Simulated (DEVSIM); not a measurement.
Device: Pd/La2O3/p-Si capacitor, at 300 K.

```csv
layer (left to right),material,thickness (nm),Na (cm⁻³)
1,La2O3,3.00,-
2,Si,610,8.8e17
```

Metal gate on the left, work function 5.2 eV. Fixed charge at the semiconductor interface 0 cm⁻² (in units of +e); no interface traps.

The device is made up for the run: typed textbook-type constants, with dimensions and the other settings drawn at random. Values at 300 K.

| parameter | La2O3 | Si |
|---|---|---|
| gap (eV) | 5.8 | 1.124 |
| affinity (eV) | 1.8 | 4.05 |
| permittivity | 27 | 11.7 |
| Nc (cm⁻³) | - | 2.86e19 |
| Nv (cm⁻³) | - | 3.1e19 |

Model (solved in DEVSIM): 1D Poisson equation in equilibrium, Boltzmann statistics, complete ionisation; no quantum confinement or tunnelling. Metal contacts follow the ideal Schottky-Mott rule: no Fermi-level pinning, no interface dipoles.

Q: Tabulate band edges, carrier densities and field at 0.7 V on the gate.

A: Energies count from the Fermi level of the right contact; mesh points crowd at the junctions.

| x (μm) | Ec (eV) | Ev (eV) | n (cm⁻³) | p (cm⁻³) | field (V/cm) |
|---|---|---|---|---|---|
| 0.000 | 2.700 | -3.100 | < 1e2 | < 1e2 | 160000 |
| 0.0007188 | 2.712 | -3.088 | < 1e2 | < 1e2 | 160000 |
| 0.001550 | 2.725 | -3.075 | < 1e2 | < 1e2 | 160000 |
| 0.002350 | 2.738 | -3.062 | < 1e2 | < 1e2 | 160000 |
| 0.003311 | 0.510 | -0.614 | 7.7e10 | 1.5e9 | 370000 |
| 0.004455 | 0.551 | -0.573 | 1.6e10 | 7.4e9 | 350000 |
| 0.006646 | 0.625 | -0.499 | 9.1e8 | 1.3e11 | 320000 |
| 0.01229 | 0.785 | -0.339 | 1800000 | 6.3e13 | 250000 |
| 0.02040 | 0.939 | -0.185 | 4700 | 2.5e16 | 140000 |
| 0.03481 | 1.026 | -0.098 | 170 | 7.0e17 | 13000 |
| 0.06239 | 1.032 | -0.092 | 130 | 8.8e17 | 26 |
| 0.1335 | 1.032 | -0.092 | 130 | 8.8e17 | ≈ 0 |
| 0.2356 | 1.032 | -0.092 | 130 | 8.8e17 | ≈ 0 |
| 0.3882 | 1.032 | -0.092 | 130 | 8.8e17 | ≈ 0 |
| 0.5103 | 1.032 | -0.092 | 130 | 8.8e17 | ≈ 0 |
| 0.5576 | 1.032 | -0.092 | 130 | 8.8e17 | ≈ 0 |
| 0.5823 | 1.032 | -0.092 | 130 | 8.8e17 | ≈ 0 |
| 0.5962 | 1.032 | -0.092 | 130 | 8.8e17 | ≈ 0 |
| 0.6059 | 1.032 | -0.092 | 130 | 8.8e17 | ≈ 0 |
| 0.6097 | 1.032 | -0.092 | 130 | 8.8e17 | ≈ 0 |
| 0.6116 | 1.032 | -0.092 | 130 | 8.8e17 | ≈ 0 |
| 0.6130 | 1.032 | -0.092 | 130 | 8.8e17 | ≈ 0 |
